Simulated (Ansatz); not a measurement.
Seebeck coefficient (μV/K, mean over directions) of n-type SnS$_{2}$ (P-3m1) against carrier density, PBEsol+D3BJ, rigid bands (Ansatz, a quantum-chemistry and plane-wave program). Computed gap 0.95 eV; densities at which minority carriers matter at this gap, or further valleys turn the trend, are left out. Conductivity mass 0.34 mₑ (harmonic mean over directions), N_c = 3.4e19 cm⁻³ at 300 K.

```csv
electron density,300 K,500 K
1e17 cm⁻³,[?],-783
1e18 cm⁻³,-518,-585
3e18 cm⁻³,-424,-491
1e19 cm⁻³,[?],-388
3e19 cm⁻³,-231,-295
1e20 cm⁻³,-142,-199
3e20 cm⁻³,-79,-122
1e21 cm⁻³,-37,[?]
```

### Question
What belongs in the gaps?

### Answer

- 1e17 cm⁻³, 300 K: -716
- 1e19 cm⁻³, 300 K: -321
- 1e21 cm⁻³, 500 K: -62

Rigid bands with a gap fixed in temperature, one relaxation time for all states, no polarons or phonon drag, and whether or not such doping can be reached. Spin-orbit coupling is left out. Geometry: cell and atoms relaxed with PBEsol+D3(BJ).

PBEsol with a dispersion correction tends to overbind, so the cell can be several per cent short, in bad cases over ten, which usually narrows a gap: SnS2 (P-3m1).
